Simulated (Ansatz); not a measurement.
C (model structure, P6₁22, No. 178, 6 atoms in the cell) was calculated with PBEsol in Ansatz (plane waves, PAW).

Numerical settings: plane-wave cutoff 520 eV, 12×12×10 k mesh (along the axes of the cell as run), Fermi–Dirac smearing 0.01 eV, scalar-relativistic PAW data made under PBE.

The cell is the one relaxed with PBEsol. Conventional cell: a = 3.5566 Å, b = 3.5566 Å, c = 3.3575 Å, α = 90.00°, β = 90.00°, γ = 120.00°.

```xyz
6
Lattice="3.5566 0.0000 0.0000 -1.7783 3.0801 0.0000 0.0000 0.0000 3.3575" Properties=species:S:1:pos:R:3 pbc="T T T"
C      0.0000     1.4316     0.8394
C      0.5385     2.3643     1.9586
C     -0.5385     2.3643     3.0777
C      1.7783     1.6485     2.5181
C      1.2398     0.7158     0.2798
C      2.3168     0.7158     1.3990
```

Task: List the 16 lowest band energies at Γ above −25 eV (eV, relative to the valence band maximum), grouping those that round alike.

Result: At Γ: -19.22, -9.88 (×2), -8.86, -8.55 (×2), -4.34, -4.08 (×2), -2.51, -1.52 (×2), 5.46 (×2), 6.32, 10.61.

Note: the relaxation could raise the start's symmetry but not lower it, so the cell can be a saddle point.

A model structure was made by putting elements into a prototype or built by hand; it is no filed structure, need not be a known phase, and can be a saddle point held by its symmetry.

Ansatz is a quantum-chemistry and plane-wave program.
